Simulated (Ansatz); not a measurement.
An Ansatz (a quantum-chemistry and plane-wave program) input for polar orthorhombic HfO2 with Al and F, 48 sites:

Ansatz 0.2 input:
```yaml
crystal:
  lattice:
    - [10.587741, 0.0, 0.0]
    - [0.0, 10.138161, 0.0]
    - [0.0, 0.0, 5.1012173]
  atoms:
    - { symbol: Al, position: [0.293829275, 0.361303071, 0.307371343] }
    - { symbol: Hf, position: [0.266338467, 0.871824792, 0.264022125] }
    - { symbol: Hf, position: [0.765190644, 0.36691868, 0.263593851] }
    - { symbol: Hf, position: [0.765237031, 0.870555132, 0.267124302] }
    - { symbol: Hf, position: [0.479049536, 0.372194047, 0.785879854] }
    - { symbol: Hf, position: [0.482427695, 0.868870491, 0.765965859] }
    - { symbol: Hf, position: [0.98042751, 0.370588537, 0.755344367] }
    - { symbol: Hf, position: [0.986689821, 0.873569664, 0.767559997] }
    - { symbol: Hf, position: [0.234817019, 0.141385813, 0.752449819] }
    - { symbol: Hf, position: [0.236786025, 0.635011074, 0.748167928] }
    - { symbol: Hf, position: [0.732229594, 0.13290835, 0.763851815] }
    - { symbol: Hf, position: [0.730981061, 0.634854769, 0.768501696] }
    - { symbol: Hf, position: [0.022112067, 0.13638514, 0.250743176] }
    - { symbol: Hf, position: [0.008022267, 0.634738798, 0.275616244] }
    - { symbol: Hf, position: [0.514628594, 0.133902222, 0.267804584] }
    - { symbol: Hf, position: [0.514867013, 0.631747724, 0.270430153] }
    - { symbol: O, position: [0.427415945, 0.466777795, 0.137583704] }
    - { symbol: O, position: [0.431447933, 0.969770788, 0.110244214] }
    - { symbol: O, position: [0.934941514, 0.471055538, 0.107549764] }
    - { symbol: O, position: [0.931199443, 0.970290835, 0.109073681] }
    - { symbol: O, position: [0.317415749, 0.468000648, 0.614241408] }
    - { symbol: O, position: [0.32057525, 0.97048647, 0.604786495] }
    - { symbol: O, position: [0.818076699, 0.475130893, 0.603101829] }
    - { symbol: O, position: [0.820625398, 0.9701821, 0.614796431] }
    - { symbol: O, position: [0.072918858, 0.029544513, 0.593276996] }
    - { symbol: O, position: [0.070611545, 0.533610071, 0.614322475] }
    - { symbol: O, position: [0.569380703, 0.029683585, 0.610919978] }
    - { symbol: O, position: [0.56596135, 0.533317237, 0.622124767] }
    - { symbol: O, position: [0.178112353, 0.021966851, 0.088863436] }
    - { symbol: F, position: [0.191094381, 0.507574318, 0.128364776] }
    - { symbol: O, position: [0.679966884, 0.031902847, 0.112783365] }
    - { symbol: O, position: [0.678306271, 0.529444473, 0.111987244] }
    - { symbol: O, position: [0.156320291, 0.266177067, 0.454965877] }
    - { symbol: O, position: [0.138913466, 0.766377684, 0.504255529] }
    - { symbol: O, position: [0.641579455, 0.265606331, 0.509575988] }
    - { symbol: O, position: [0.63711932, 0.766851789, 0.51254107] }
    - { symbol: O, position: [0.096008299, 0.248387635, -0.049221719] }
    - { symbol: O, position: [0.108890268, 0.747846266, 0.005908046] }
    - { symbol: O, position: [0.606657422, 0.264260894, 0.011510337] }
    - { symbol: O, position: [0.608759257, 0.765999159, 0.013575968] }
    - { symbol: O, position: [0.351238603, 0.241127837, 0.029941575] }
    - { symbol: O, position: [0.358283046, 0.73179718, 0.015233533] }
    - { symbol: O, position: [0.854184061, 0.24000089, 0.000972421] }
    - { symbol: O, position: [0.858153972, 0.734977892, 0.019526191] }
    - { symbol: O, position: [0.394563821, 0.237951398, 0.524347938] }
    - { symbol: O, position: [0.385618563, 0.732033053, 0.516319335] }
    - { symbol: O, position: [0.893710119, 0.237769494, 0.498312535] }
    - { symbol: O, position: [0.888316085, 0.7373382, 0.517787724] }
basis:
  ecutwfc: 420
  ecutrho_ratio: 4
  xc_grid: 2
kpoints:
  mp_grid: { grid: [2, 2, 4] }
hamiltonian:
  xc: pbe
  dispersion: none
  pseudopotentials: { kind: paw }
scf:
  n_extra_bands: 36
  occupations: { method: fermi_dirac, width: 0.01 }
output:
  forces: true
  stress: true
  eigenstates: { kpoints: [[0, 0, 0]], e_range: [-4.0, 6.0], localisation: true }
relax:
  f_tol: 0.03
  max_steps: 100
  cell: { stress_tol: 0.15 }
```

The numbers are results of PBE (plane waves to 420 eV, PAW; Ansatz), not measurements. No spin–orbit coupling. Its k-point mesh 2×2×4, Fermi–Dirac width 0.01 eV.

### Question
What does the end of the output print (band table and long remarks left out, numbers rounded to eight decimals)?

### Answer
```
SCF converged after 4 iterations
Free energy (F): -254840.673512 eV
Harris-Foulkes:  -254840.673512 eV  (|F-HF|=1.65e-8)
Internal energy: -254840.673512 eV  (E = F + TS)
E sigma→0 (E₀):  -254840.673512 eV
Fermi energy:    16.000609 eV
--- Per-component energies (eV) ---
  E_band       = -93.141871
  E_kinetic    = 11975.314194
  E_local      = -94061.400732  (includes V_loc(G=0)·N_el)
  E_nonlocal   = -17076.823469
  E_hartree    = 42954.342910
  E_xc         = -6907.290948
  E_vxc        = -7043.641435  (∫ρ·V_xc dr)
  E_paw        = -109473.492571  (= ΣΔE_a)
  E_vpaw       = 20204.644446  (= ΣTr[D̂ρ^β])
  E_aug_tail   = 0.078888  (compensation charges beyond the density's cutoff)
  E_ewald      = -82251.401784
  E_smearing   = 0.000000  (= −TS)
  E_closure    = 0.000000  (closes the sum)
  Σ components = -254840.673512   (vs F -254840.673512, Δ=0.00e0)
--- Forces (eV/Å), atoms counted from 1 ---
  atom   1  Al     0.00309245     0.00217845     0.00214522
  atom   2  Hf    -0.00263927    -0.00122705    -0.00141899
  atom   3  Hf    -0.00380500    -0.00037971    -0.00020002
  atom   4  Hf    -0.00095098     0.00112465     0.00125137
  atom   5  Hf    -0.00161018     0.00001318    -0.00209001
  atom   6  Hf     0.00032698     0.00029743     0.00103921
  atom   7  Hf    -0.00044785    -0.00010933    -0.00043536
  atom   8  Hf     0.00136280     0.00107647    -0.00074107
  atom   9  Hf     0.00022427     0.00289650    -0.00124420
  atom  10  Hf     0.00428336     0.00082003    -0.00546437
  atom  11  Hf    -0.00123704    -0.00289031     0.00083240
  atom  12  Hf    -0.00373005     0.00008182     0.00010478
  atom  13  Hf     0.00134986    -0.00000430     0.00107721
  atom  14  Hf    -0.00279848     0.00636968    -0.00024783
  atom  15  Hf    -0.00080992     0.00206100    -0.00018375
  atom  16  Hf    -0.00240039    -0.00384179     0.00055938
  atom  17  O     -0.00148060     0.00009463     0.00097119
  atom  18  O     -0.00039714    -0.00004221    -0.00018277
  atom  19  O      0.00135770    -0.00123100    -0.00125619
  atom  20  O      0.00177961     0.00139437    -0.00050446
  atom  21  O     -0.00507136     0.00216958    -0.00443066
  atom  22  O      0.00055626    -0.00098055     0.00116602
  atom  23  O      0.00240692    -0.00102053     0.00128601
  atom  24  O     -0.00039297     0.00031794    -0.00090482
  atom  25  O      0.00125722    -0.00038708    -0.00016251
  atom  26  O     -0.00306572    -0.00121222    -0.00167939
  atom  27  O      0.00031313    -0.00031258     0.00000376
  atom  28  O      0.00128740     0.00127206     0.00006797
  atom  29  O     -0.00027731    -0.00079197     0.00047537
  atom  30  F      0.00739485    -0.00918737     0.00433398
  atom  31  O      0.00104727    -0.00101353    -0.00028553
  atom  32  O      0.00175904     0.00079738    -0.00020697
  atom  33  O      0.00114184     0.00149425    -0.00022495
  atom  34  O     -0.00065985    -0.00047486    -0.00082638
  atom  35  O      0.00203055    -0.00076646    -0.00043083
  atom  36  O     -0.00038572     0.00090572    -0.00081793
  atom  37  O      0.00110594     0.00052948     0.00246614
  atom  38  O     -0.00021162     0.00017249     0.00218402
  atom  39  O      0.00062396     0.00048845     0.00136164
  atom  40  O      0.00127985    -0.00039219    -0.00082478
  atom  41  O     -0.00120480     0.00019279     0.00480604
  atom  42  O     -0.00013459    -0.00256250    -0.00019860
  atom  43  O      0.00117699     0.00201802     0.00000455
  atom  44  O     -0.00050431    -0.00112787     0.00087812
  atom  45  O     -0.00246640     0.00110798    -0.00044044
  atom  46  O     -0.00157126     0.00057105    -0.00101873
  atom  47  O     -0.00137668     0.00062396    -0.00017233
  atom  48  O      0.00246161    -0.00111173    -0.00043311
  max |Σ_I F_I| component: 1.26e-5 eV/Å
--- Stress (GPa, compression-positive) ---
        0.053970      -0.023713       0.052217
       -0.023716      -0.033143       0.044971
        0.052214       0.044970       0.012562
  P = ⅓ Tr σ = 0.0111 GPa (0.111 kbar)
--- Relaxed structure (8 steps of the walk, 8 accepted, 1 SCFs on fresh bases) ---
  F+E_penalty+E_count = -254840.67351188 eV   max|allowed force component| = 9.187e-3 eV/Å   (the final SCF, on the basis selected at the relaxed cell)
  cell:  # Å, volume = 547.7806 Å³
    - [10.64222965, -0.02280101, 0.05315264]
    - [-0.02183283, 10.09515391, 0.04645777]
    - [0.02560916, 0.02337615, 5.09897838]
  atoms:
    - { symbol: Al, position: [0.29443968, 0.36264261, 0.30455976] }
    - { symbol: Hf, position: [0.26569554, 0.87147957, 0.26165317] }
    - { symbol: Hf, position: [0.76431049, 0.36665416, 0.26206054] }
    - { symbol: Hf, position: [0.76552139, 0.87123240, 0.26466120] }
    - { symbol: Hf, position: [0.47934028, 0.37053097, 0.78263656] }
    - { symbol: Hf, position: [0.48259803, 0.86766517, 0.76239444] }
    - { symbol: Hf, position: [0.98050353, 0.36950633, 0.75285268] }
    - { symbol: Hf, position: [0.98745358, 0.87189825, 0.76720464] }
    - { symbol: Hf, position: [0.23487632, 0.14175828, 0.74899091] }
    - { symbol: Hf, position: [0.23699652, 0.63365917, 0.75095520] }
    - { symbol: Hf, position: [0.73378730, 0.13351538, 0.76114242] }
    - { symbol: Hf, position: [0.73160451, 0.63566985, 0.76702629] }
    - { symbol: Hf, position: [0.02136162, 0.13687376, 0.24983546] }
    - { symbol: Hf, position: [0.00666304, 0.63355079, 0.27706290] }
    - { symbol: Hf, position: [0.51385029, 0.13304585, 0.26709726] }
    - { symbol: Hf, position: [0.51469512, 0.63156565, 0.26889973] }
    - { symbol: O, position: [0.42755046, 0.46596432, 0.13590217] }
    - { symbol: O, position: [0.43171239, 0.96929724, 0.10842585] }
    - { symbol: O, position: [0.93540329, 0.46904498, 0.10888443] }
    - { symbol: O, position: [0.93154075, 0.96977915, 0.10906343] }
    - { symbol: O, position: [0.31722794, 0.46750497, 0.61284271] }
    - { symbol: O, position: [0.32173224, 0.97142017, 0.60187382] }
    - { symbol: O, position: [0.81759547, 0.47423365, 0.60446140] }
    - { symbol: O, position: [0.82041253, 0.96889268, 0.61623380] }
    - { symbol: O, position: [0.07319861, 0.03077298, 0.59298797] }
    - { symbol: O, position: [0.07137927, 0.53334338, 0.61444221] }
    - { symbol: O, position: [0.56976352, 0.03167112, 0.61408701] }
    - { symbol: O, position: [0.56608060, 0.53498617, 0.62678759] }
    - { symbol: O, position: [0.17805913, 0.02245730, 0.08620793] }
    - { symbol: F, position: [0.19068334, 0.50617713, 0.12316474] }
    - { symbol: O, position: [0.68055083, 0.03356941, 0.11585942] }
    - { symbol: O, position: [0.67906138, 0.53149128, 0.11626135] }
    - { symbol: O, position: [0.15499382, 0.26857497, 0.45086843] }
    - { symbol: O, position: [0.13853006, 0.76713222, 0.50881483] }
    - { symbol: O, position: [0.63984270, 0.26819560, 0.51370591] }
    - { symbol: O, position: [0.63635407, 0.76879804, 0.51302879] }
    - { symbol: O, position: [0.09714749, 0.25014256, -0.04872794] }
    - { symbol: O, position: [0.10913942, 0.74867548, 0.01033523] }
    - { symbol: O, position: [0.60798894, 0.26653570, 0.01462497] }
    - { symbol: O, position: [0.60948889, 0.76808550, 0.01408676] }
    - { symbol: O, position: [0.35150757, 0.23966259, 0.02955805] }
    - { symbol: O, position: [0.35838499, 0.73088737, 0.01571163] }
    - { symbol: O, position: [0.85504509, 0.23760439, 0.00526089] }
    - { symbol: O, position: [0.85850239, 0.73366521, 0.02012846] }
    - { symbol: O, position: [0.39308837, 0.23770966, 0.52231843] }
    - { symbol: O, position: [0.38539714, 0.73136276, 0.51598054] }
    - { symbol: O, position: [0.89105975, 0.23465170, 0.50244943] }
    - { symbol: O, position: [0.88788026, 0.73646218, 0.51933663] }
```

Cost: around 30 core-minutes (rough).
